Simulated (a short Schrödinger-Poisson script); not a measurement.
Structure: symmetric double-gate stack, Si3N4 on p-type Si(100), at 77 K.

| layer | material | thickness (nm) | Na (cm⁻³) |
|---|---|---|---|
| 1 | Si3N4 | 5.1 | - |
| 2 | Si | 8 | 4e17 |
| 3 | Si3N4 | 5.1 | - |

The device is made up for the run: typed textbook-type constants, with dimensions and the other settings drawn at random. Si3N4: permittivity 7.5, conduction-band edge (eV) 1.95, gap (eV) 5.1, electron mass (mₑ) 0.5. Si: permittivity 11.7, conduction-band edge (eV) 0, gap (eV) 1.124, Nv at 300 K (cm⁻³) 3.1e19.

Channel valleys (confinement mass, in-plane density-of-states mass, number): Δ2 0.916, 0.19, 2; Δ4 0.19, 0.417, 4. At the gates, both at one voltage, the conduction-band edge of layer 1 lies 2.36 eV − eVg above the Fermi level of the channel. Gaps are held at their typed values at every temperature. Mesh 0.03 nm at interfaces.

Solved with a short Schrödinger-Poisson script written for these runs: 1D Poisson equation in equilibrium, electrons quantum, Hartree (BenDaniel-Duke, 12 states a valley, the channel's in-plane mass for all, wave functions free to enter the dielectric), parabolic valleys, classical holes, full ionisation, no traps, pinning or gate leakage.

The same stack at other levels of the model or other numerical settings:

```tsv
run	sheet density of all electrons at Vg = 1.9 V (cm⁻²)	sheet density of all electrons at Vg = 0.7 V (cm⁻²)	capacitance of both gates at Vg = 1.9 V (μF/cm²)	rough cost against the base
base	2.01e13	3.32e12	2.31	about 1
electrons treated as classical, Boltzmann	2.32e13	4.09e12	2.57	0.02
electrons treated as classical, Fermi-Dirac	2.19e13	3.93e12	2.43	0.06
mesh six times as coarse	2.01e13	3.31e12	2.30	0.3
```

The classical rows ignore confinement, and Boltzmann statistics overrate the density once the band edge passes the Fermi level.
